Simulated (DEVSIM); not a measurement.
Device: abrupt GaAs n-p junction, at 250 K.

Layer 1 from the left is GaAs, thickness (μm) 8.80, Nd (cm⁻³) 6.1e15, τn (s) 2.9e-8, τp (s) 2.9e-8. Layer 2 from the left is GaAs, thickness (μm) 2.10, Na (cm⁻³) 1.6e15, τn (s) 2.9e-8, τp (s) 2.9e-8.

Left contact: ohmic. Right contact: ohmic. Voltage is applied to the left contact. Recombination: SRH at mid-gap. Mobility is μmin + (μ − μmin)/(1 + (N/Nref)^α).

Constants are typed, rounded textbook-type inputs, not results; the design itself was drawn at random and stands for no fabricated device. Values at 300 K; Nc and Nv go as T^1.5, mobilities as T to minus their exponent, the gap by Varshni's rule with the affinity fixed.

GaAs: gap (eV) 1.424, affinity (eV) 4.07, permittivity 12.9, Nc (cm⁻³) 4.7e17, Nv (cm⁻³) 9e18, μn (cm²/Vs) 8500, μp (cm²/Vs) 400, μn,min 500, μp,min 20, Nref,n 6e16, Nref,p 1.5e17, αn 0.39, αp 0.38, T exponent of μn 2.1, T exponent of μp 2.2, Varshni α (eV/K) 0.000541, Varshni β (K) 204.

Model (solved in DEVSIM): 1D drift-diffusion, Boltzmann statistics, complete ionisation; no tunnelling, impact ionisation, image-force lowering or self-heating.

Dark forward current:

```tsv
|V| (V)	|J| (A/cm²)
0.05	1.220e-13
0.10	4.914e-13
0.15	1.690e-12
0.20	5.621e-12
0.25	1.854e-11
0.30	6.107e-11
0.35	2.014e-10
0.40	6.658e-10
0.45	2.208e-9
0.50	7.357e-9
0.55	2.475e-8
0.60	8.501e-8
0.65	3.073e-7
0.70	1.251e-6
0.75	6.352e-6
0.80	4.250e-5
0.85	0.0003518
0.90	0.003249
0.95	0.03133
1.00	0.3059
1.05	2.940
1.10	24.76
1.15	127.6
1.20	355.4
1.25	694.1
1.30	1135
```

**Question.** Work out the local ideality factor n = ΔV / (kT/q · ln(J2/J1)) between the rows 0.10 and 0.15 V, 0.95 and 1.00 V, 1.25 and 1.30 V.

**Answer.** kT/q = 21.54 mV. From 0.10 to 0.15 V: ln(1.690e-12/4.914e-13) = 1.235, n = 1.88, near the 2 of recombination in the depletion region. From 0.95 to 1.00 V: ln(0.3059/0.03133) = 2.279, n = 1.02, near the 1 of diffusion or emission over a barrier. From 1.25 to 1.30 V: ln(1135/694.1) = 0.492, n = 4.72.

**Question.** Estimate the current at 0.95 V from the Shockley equation with J0 = Σ q ni² D/(N L) coth(W/L), τ joining the SRH, radiative and Auger lifetimes that are on, and W taken as the whole layer.

**Answer.** ni² = 1.70e7 cm⁻⁶; holes in the n layer: μ = 468 cm²/Vs, D = 10.1 cm²/s, τ = 2.90e-8 s, L = 5.41 μm, W/L = 1.6, term 9.01e-24 A/cm²; electrons in the p layer: μ = 10200 cm²/Vs, D = 219 cm²/s, τ = 2.90e-8 s, L = 25.2 μm, W/L = 0.083, term 1.78e-21 A/cm². J0 = 1.79e-21 A/cm², and J = J0 exp(qV/kT) = 0.0256 A/cm². The simulation gives 0.0313 A/cm²; the estimate lies 18 % below. The estimate leaves out recombination in the depletion region and that region's share of W.
